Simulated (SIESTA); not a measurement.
**SIESTA run on ZnCu3 (P-6m2, 4 atoms in the cell): self-consistent single point**

Method of the run: LDA PW92, numerical atomic orbitals DZP, PseudoDojo LDA standard norm-conserving potentials (rewritten from UPF to PSML) (SIESTA 5.4.2).

Input as run:

```
# files in the folder: Zn.psml Cu.psml (PseudoDojo LDA standard)
SystemName  ZnCu3
SystemLabel siesta

NumberOfAtoms                4
NumberOfSpecies              2
%block ChemicalSpeciesLabel
  1 30 Zn
  2 29 Cu
%endblock ChemicalSpeciesLabel
LatticeConstant              2.561460 Ang
%block LatticeVectors
     1.000000000    0.000000000    0.000000000
    -0.500000000    0.866025236    0.000000000
     0.000000000    0.000000000    3.278438859
%endblock LatticeVectors
AtomicCoordinatesFormat      Fractional
%block AtomicCoordinatesAndAtomicSpecies
     0.666667000    0.333333000    0.000000000  1
     0.666667000    0.333333000    0.500000000  2
     0.333333000    0.666667000    0.254070000  2
     0.333333000    0.666667000    0.745930000  2
%endblock AtomicCoordinatesAndAtomicSpecies

XC.functional                LDA
XC.authors                   PW92
PAO.BasisSize                DZP
PAO.EnergyShift              0.01 Ry
MeshCutoff                   400 Ry
%block kgrid.MonkhorstPack
   12   0   0  0.0
    0  12   0  0.0
    0   0   3  0.0
%endblock kgrid.MonkhorstPack
OccupationFunction           MP
OccupationMPOrder            0
ElectronicTemperature        100.0 meV

MaxSCFIterations             150
SCF.Mixer.Method             Pulay
SCF.Mixer.Weight             0.2
SCF.Mixer.History            6
SCF.DM.Tolerance             1.0E-05
Diag.ParallelOverK           true
WriteForces                  true
```

Output (repeated stretches shortened):

```
reinit: Reading from file input.fdf

reinit: System Name: ZnCu3
reinit: System Label: siesta

coor:   Atomic-coordinates input format  =     Fractional

siesta: Atomic coordinates (Bohr) and species
siesta:      2.42023   1.39732   0.00000  1        1
siesta:      2.42023   1.39732   7.93457  2        2
siesta:     -0.00000   2.79464   4.03187  2        3
siesta:     -0.00000   2.79464  11.83727  2        4

siesta: System type = bulk

initatomlists: Number of atoms, orbitals, and projectors:      4    76    72

siesta: ******************** Simulation parameters ****************************
redata: Spin configuration                          = none
redata: Time-Reversal Symmetry                      = T
redata: Number of Atomic Species                    =        2
redata: Mesh Cutoff                                 =   400.0000 Ry
redata: Net charge of the system                    =     0.0000 |e|
redata: Min. number of SCF Iter                     =        0
redata: Max. number of SCF Iter                     =      150
redata: SCF convergence failure will abort job
redata: SCF mix quantity                            = Hamiltonian
redata: Mix DM or H after convergence               =   F
redata: Recompute H after scf cycle                 =   F
redata: Mix DM in first SCF step                    =   T
redata: No kicks to SCF
redata: DM Mixing Weight for Kicks                  =     0.5000
redata: Require Harris convergence for SCF          =   F
redata: Harris energy tolerance for SCF             =     0.000100 eV
redata: Require DM convergence for SCF              =   T
redata: DM tolerance for SCF                        =     0.000010
redata: Require EDM convergence for SCF             =   F
redata: EDM tolerance for SCF                       =     0.001000 eV
redata: Require H convergence for SCF               =   T
redata: Hamiltonian tolerance for SCF               =     0.001000 eV
redata: Require (free) Energy convergence for SCF   =   F
redata: (free) Energy tolerance for SCF             =     0.000100 eV
redata: Using DFT-D3 dispersion                     =   F
redata: Using Saved Data (generic)                  =   F
redata: Method of Calculation                       = Diagonalization
redata: Electronic Temperature                      =  1160.4518 K
redata: Number of TDED substeps                     =        3
redata: Dynamics option                             = Single-point calculation
redata: Save all siesta data in one NC              =   F
redata: ***********************************************************************

%block SCF.Mixers
  Pulay
%endblock SCF.Mixers

%block SCF.Mixer.Pulay
  # Mixing method
  method pulay
  variant stable

  # Mixing options
  weight 0.2000
  weight.linear 0.2000
  history 6
%endblock SCF.Mixer.Pulay

DM_history_depth set to one: no extrapolation allowed by default for geometry relaxation
Size of DM history Fstack: 1
Total number of electrons:    77.000000
Total ionic charge:    77.000000

* ProcessorY, Blocksize:    1  64

* Orbital distribution balance (max,min):    76    76

k-point displ. along   1 input, could be:     0.00    0.50
k-point displ. along   2 input, could be:     0.00    0.50
 Kpoints in:          252 . Kpoints trimmed:          236

siesta: k-grid: Number of k-points = 236
siesta: k-points from Monkhorst-Pack grid
siesta: k-cutoff (effective) =    12.596 Ang
siesta: k-point supercell and displacements
siesta: k-grid:    12     0     0      0.000
siesta: k-grid:     0    12     0      0.000
siesta: k-grid:     0     0     3      0.000

diag: Algorithm                                     = D&C
diag: Parallel over k                               =   F
diag: Use parallel 2D distribution                  =   F
diag: Parallel block-size                           = 64
diag: Parallel distribution                         =     1 x     1
diag: Used triangular part                          = Lower
diag: Absolute tolerance                            =  0.100E-15
diag: Orthogonalization factor                      =  0.100E-05
diag: Memory factor                                 =  1.0000

superc: Internal auxiliary supercell:     7 x     7 x     3  =     147
superc: Number of atoms, orbitals, and projectors:    588  11172  10584

                        Single-point calculation

superc: Internal auxiliary supercell:     7 x     7 x     3  =     147
superc: Number of atoms, orbitals, and projectors:    588  11172  10584

outcell: Unit cell vectors (Ang):
        2.561460    0.000000    0.000000
       -1.280730    2.218289    0.000000
        0.000000    0.000000    8.397590

outcell: Cell vector modules (Ang)   :    2.561460    2.561460    8.397590
outcell: Cell angles (23,13,12) (deg):     90.0000     90.0000    120.0000
outcell: Cell volume (Ang**3)        :     47.7156
new_DM -- step:     1
Initializing Density Matrix...

Attempting to read DM from file... Failed...
DM filled with atomic data:

InitMesh: MESH = 30 x 30 x 108 = 97200
InitMesh: Mesh cutoff (required, used) =   400.000   457.130 Ry

stepf: Methfessel-Paxton step function
       Using Hermite-Gauss polynomials of order  0

        iscf     Eharris(eV)        E_KS(eV)     FreeEng(eV)     dDmax    Ef(eV) dHmax(eV)
   scf:    1   -20988.814260   -21094.653784   -21094.668926  2.677962  3.319457 27.900280
   scf:    2   -21157.279542   -21137.306125   -21137.319265  1.972169  0.416499 23.543610
   scf:    3   -21141.579416   -21142.930951   -21142.946658  0.290152  0.035711 13.400202
   scf:    4   -21145.613757   -21145.816572   -21145.827136  0.256912 -0.521828  3.363829
   scf:    5   -21146.145009   -21146.045539   -21146.052227  0.037697 -0.613924  1.009079
   scf:    6   -21146.051433   -21146.063343   -21146.069879  0.031488 -0.656456  0.448726
   [... 4 lines left out ...]
   scf:   11   -21146.068603   -21146.068604   -21146.075239  0.000082 -0.691665  0.001126
   scf:   12   -21146.068602   -21146.068603   -21146.075239  0.000141 -0.691868  0.000256
   scf:   13   -21146.068603   -21146.068603   -21146.075239  0.000044 -0.691831  0.000147
   scf:   14   -21146.068603   -21146.068603   -21146.075239  0.000056 -0.691834  0.000066
   scf:   15   -21146.068603   -21146.068603   -21146.075239  0.000002 -0.691843  0.000036

SCF Convergence by DM+H criterion
max |DM_out - DM_in|         :     0.0000022541
max |H_out - H_in|      (eV) :     0.0000355805
SCF cycle converged after 15 iterations

Using DM_out to compute the final energy and forces

siesta: E_KS(eV) =           -21146.0686

siesta: E_KS - E_eggbox =    -21146.0686

siesta: Atomic forces (eV/Ang):
     1   -0.000040    0.000024    0.000000
     2   -0.000024    0.000014   -0.000000
     3    0.000004   -0.000002    0.146626
     4    0.000004   -0.000002   -0.146626
   Tot   -0.000056    0.000033   -0.000000
   Max    0.146626
   Res    0.059860    sqrt( Sum f_i^2 / 3N )
   Max    0.146626    constrained

Stress tensor Voigt[x,y,z,yz,xz,xy] (kbar):       91.54       91.54      138.39       -0.00        0.00       -0.00
(Free)E + p*V (eV/cell)   -21149.2665
Target enthalpy (eV/cell)   -21146.0752

siesta: Program's energy decomposition (eV):
siesta: Ebs     =     -2919.757373
siesta: Eions   =     25467.036637
siesta: Ena     =      1091.168887
siesta: Ekin    =      9580.658512
siesta: Enl     =     -4037.975992
siesta: Eso     =         0.000000
siesta: Edftu   =         0.000000
siesta: DEna    =       159.087969
siesta: DUscf   =        10.013598
siesta: DUext   =         0.000000
siesta: Ex      =     -2302.151963
siesta: Ec      =      -179.832978
siesta: Exc     =     -2481.984941
siesta: Eharris =    -21146.068603
siesta: Etot    =    -21146.068603
siesta: FreeEng =    -21146.075239

siesta: Atomic forces (eV/Ang):
siesta:      1   -0.000040    0.000024    0.000000
siesta:      2   -0.000024    0.000014   -0.000000
siesta:      3    0.000004   -0.000002    0.146626
siesta:      4    0.000004   -0.000002   -0.146626
siesta: ----------------------------------------
siesta:    Tot   -0.000056    0.000033   -0.000000

siesta: Stress tensor (static) (eV/Ang**3):
siesta:     0.057135   -0.000000    0.000000
siesta:    -0.000000    0.057135   -0.000000
siesta:     0.000000   -0.000000    0.086376

siesta: Cell volume =         47.715598 Ang**3

siesta: Pressure (static):
siesta:                Solid            Molecule  Units
siesta:          -0.00072843         -0.00068235  Ry/Bohr**3
siesta:          -0.06688180         -0.06265056  eV/Ang**3
siesta:        -107.15646328       -100.37725606  kBar
```

The run converged in 15 iterations.

The starting cell comes from a database of computed structures (which also holds hypothetical and non-ambient phases and stackings), without a prior relaxation at this level. Spin polarisation is off. Values carry the incompleteness of an atom-centred basis. With a pressure of about -11 GPa the cell is away from its equilibrium volume at this level.

Cost on one core of a shared machine: roughly 40 s.
